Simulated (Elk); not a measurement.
A self-consistent single point of SnBi3 (I4/mmm, 4 atoms in the cell) with Elk.

Level of theory: Elk with PBEsol, spin-orbit coupling in second variation, all-electron FP-LAPW, Elk's shipped species files, APW+lo basis with extra local orbitals.

```yaml
crystal:
  lattice:
    - [-2.35058, 2.35058, 5.66404]
    - [2.35058, -2.35058, 5.66404]
    - [2.35058, 2.35058, -5.66404]
  atoms:
    - { symbol: Sn, position: [0.00000, 0.00000, 0.00000] }
    - { symbol: Bi, position: [0.50000, 0.50000, 0.00000] }
    - { symbol: Bi, position: [0.25000, 0.75000, 0.50000] }
    - { symbol: Bi, position: [0.75000, 0.25000, 0.50000] }
```

Reference input (self-consistent single point, DFT, PBEsol, all-electron FP-LAPW, Elk's shipped species files, APW+lo basis with extra local orbitals): xctype = 22; rgkmax = 7.5; swidth = 0.00367493 Ha; ngridk = 6 6 6; gmaxvr = 16 1/bohr; nxlo = 2; lorbcnd = true; lmaxi = 3; maxscl = 100. This run's input differs from it in these lines:

```diff
@@ -5,2 +5,5 @@
   22
+
+spinorb
+  .true.
 
@@ -20,2 +23,5 @@
   3
+
+nempty
+  10
```

Log, with long lists cut:

```
│ Self-consistent loop started │
│ Loop number : 1 │
 total energy                :     -70929.0630400
 total moment                :   0.1087407183E-19  0.5095210521E-21  0.1975831185E-22
│ Loop number : 2 │
 total energy                :     -70929.0617049
 total moment                :  -0.3036980118E-19  0.7371212750E-22  0.2699365092E-22
RMS change in Kohn-Sham potential (target) :   0.7584221347E-01 (  0.1000000000E-05)
Absolute change in total energy (target)   :   0.1335101770E-02 (  0.1000000000E-03)
│ Loop number : 3 │
 total energy                :     -70928.2631780
   [... lines left out ...]
 total energy                :     -70904.1749999
 total moment                :   0.4454720149E-20 -0.6877012908E-21  0.2326242941E-22
RMS change in Kohn-Sham potential (target) :   0.5787456264E-07 (  0.1000000000E-05)
Absolute change in total energy (target)   :   0.2184870682E-03 (  0.1000000000E-03)
│ Loop number : 17 │
 total energy                :     -70904.1750076
 total moment                :   0.1457165928E-19 -0.4740489818E-21 -0.6473908753E-20
RMS change in Kohn-Sham potential (target) :   0.2297831399E-07 (  0.1000000000E-05)
Absolute change in total energy (target)   :   0.6232081796E-04 (  0.1000000000E-03)
Convergence targets achieved

│ Loop number : 18 │

Energies :
 Fermi                       :     0.239261676598
 xc effective B-field        :    -0.255765522067E-08
 external B-field            :      0.00000000000
 total energy                :     -70904.1750050
 (external B-field energy excluded from total)

Density of states at Fermi energy :    57.33262472
 (states/Hartree/unit cell)

Estimated indirect band gap :   0.1866066355E-02
 from k-point     27 to k-point     22
Estimated direct band gap   :   0.7356262742E-02
 at k-point     22

Charges :
 core                        :    234.0000000
 valence                     :    65.00000000
 interstitial                :    7.597906613
 muffin-tins (core leakage)
  species :    1 (Sn)
   atom    1                 :    47.97980789     (  0.6685311954E-04)
  species :    2 (Bi)
   [... lines left out ...]
   atom    2                 :   0.3065843127E-19  0.6554480361E-22  0.1064760599E-28
   atom    3                 :   0.3065843127E-19  0.6554480361E-22  0.1064760599E-28
 total in muffin-tins        :   0.6134049097E-19 -0.8063464499E-22  0.9967881171E-23
 total moment                :   0.6150767694E-19 -0.2595598873E-21  0.6811819450E-23

│ Self-consistent loop stopped │
```

The run converged in 18 iterations. The count includes the last loop, which Elk runs after its targets are met. 

The starting cell comes from a database of computed structures (which also holds hypothetical and non-ambient phases and stackings), without a prior relaxation at this level. Values depend on the basis (sphere radii, cutoffs, local orbitals), which need not be converged. The log's line on a gap gives a spacing of levels on this mesh, which the program prints for metals too.

These are the values that this program gave, and no reference: the basis lacks p1/2 orbitals, which heavy p elements need under spin-orbit coupling.

Cost on one core of a shared machine: roughly 4 min.
